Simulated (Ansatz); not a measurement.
**CsPbCl3 under a change: pressure 0.7 GPa**

Start from CsPbCl3 in the cubic perovskite structure (space group Pm-3m, No. 221; a = 5.619 Å).

The change: cell and atoms relaxed at a pressure of 0.7 GPa.

Method: DFT with PBEsol, PAW potentials and a 420 eV plane-wave cutoff in Ansatz (an electronic-structure program), no spin-orbit coupling. Γ-centred 6×6×6 mesh, Fermi–Dirac width 0.05 eV.

| quantity | base | changed | shift |
|---|---|---|---|
| volume per atom | 35.48 Å³ | 34.55 Å³ | -0.924 Å³ |
| density | 4.18 g/cm³ | 4.29 g/cm³ | +0.11 g/cm³ |
| lattice parameter a | 10.618 bohr | 10.525 bohr | -0.093 bohr |
| shortest interatomic distance | 5.309 bohr | 5.262 bohr | -0.0465 bohr |
| band gap | 1.83 eV | 1.71 eV | -0.12 eV |
| gap character | direct at R | direct at R | – |
| mean gap deformation potential ΔEg/Δln V | – | +4.6 eV | – |
| width of the top valence band | 2.48 eV | 2.68 eV | +0.20 eV |
| electron mass (degenerate bands, along [100]) | 0.10, 0.83, 0.83 mₑ (at R) | 0.099, 0.80, 0.80 mₑ (at R) | – |
| hole mass | 0.17 mₑ (at R) | 0.16 mₑ (at R) | – |
| valley order (the lowest conduction-band minima on the path, energy above the VBM, named in the base's zone) | R along ⟨111⟩ 1.83 eV; Γ 3.24 eV | R along ⟨111⟩ 1.71 eV; Γ 3.10 eV | – |

Spin-orbit coupling, missing from the scalar runs, can matter with Pb. Load acts through the strain it causes; cell and atoms are relaxed under it. Effective masses come from finite differences of ±0.01 Å⁻¹. No phonon test of stability was made. Many cubic perovskites are stable only at high temperature; tilts and polar distortions were not tested. This is not the structure that CsPbCl3 has at room temperature and ambient pressure.
